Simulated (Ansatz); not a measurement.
KCSN (Pbcm, No. 57) was calculated with LDA in Ansatz (PAW).

Settings: plane-wave cutoff 520 eV, 6×6×6 k mesh, Fermi–Dirac smearing 0.01 eV, scalar-relativistic PAW data made under PBE.

Shape and atoms are relaxed at each volume.

Pressure at four volumes; x = ln(V/18.665 Å³). One pressure is withheld.

```tsv
V (Å³/atom)	x	P (GPa)
17.918	-0.0408	1.075
18.665	0.0000	0.000
19.038	0.0198	-0.444
19.411	0.0392	?
```

Problem. Pass a parabola P(x) through the three rows shown, estimate the bulk modulus and its pressure derivative near zero pressure, and predict the withheld pressure.

Solution. Slopes between the rows: (0.000 − (1.075))/(0.0000 − (-0.0408)) = -26.35 and (-0.444 − (0.000))/(0.0198 − (0.0000)) = -22.42 GPa. Their difference over the span 0.0606 is c = 3.93/0.0606 = 64.9 GPa, so P(x) = 1.075 + (-26.35)(x − (-0.0408)) + 64.9 (x − (-0.0408))(x − (0.0000)). At the middle row B = −dP/dx = −[-26.35 + 64.9 × 0.0408] = 23.7 GPa, and B′ = dB/dP = 2c/B = 5.5. At x = 0.0392 the parabola gives -0.829 GPa; the run gives -0.837 GPa. The Birch–Murnaghan fit to the energies at all volumes has B0 = 23.7 GPa and B′ = 5.2.

Note: the volume lies 13 % below that of the published cell.

Ansatz is a first-principles code.
